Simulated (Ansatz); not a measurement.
## Hf3N4: pressure 1.5 GPa

Start from Hf$_{3}$N$_{4}$ (space group I-43d, No. 220; a = 6.651 Å).

One thing is altered: cell and atoms relaxed at a pressure of 1.5 GPa.

Calculations: PBEsol (Ansatz, a first-principles code; PAW; 420 eV plane waves; scalar-relativistic without spin-orbit coupling). Γ-centred 6×6×6 mesh, Fermi–Dirac width 0.05 eV.

| quantity | base | changed | shift |
|---|---|---|---|
| volume per atom | 10.51 Å³ | 10.45 Å³ | -0.06 Å³ |
| density | 13.35 g/cm³ | 13.43 g/cm³ | +0.08 g/cm³ |
| lattice parameter a | 6.651 Å | 6.638 Å | -0.013 Å |
| enthalpy H = E + PV relative to the base's energy | – | +0.10 eV/atom | – |
| band gap | 1.02 eV | 1.03 eV | +0.01 eV |
| gap character | direct at Γ | direct at Γ | – |
| width of the top valence band | 1.41 eV | 1.40 eV | -0.01 eV |
| electron mass (degenerate bands, along [100]) | 0.29, 0.42 mₑ (at Γ) | 0.29, 0.42 mₑ (at Γ) | – |

Spin-orbit coupling, missing from the scalar runs, can matter with Hf. Load acts through the strain it causes; cell and atoms are relaxed under it. Effective masses come from finite differences of ±0.01 Å⁻¹. No phonon test of stability was made.
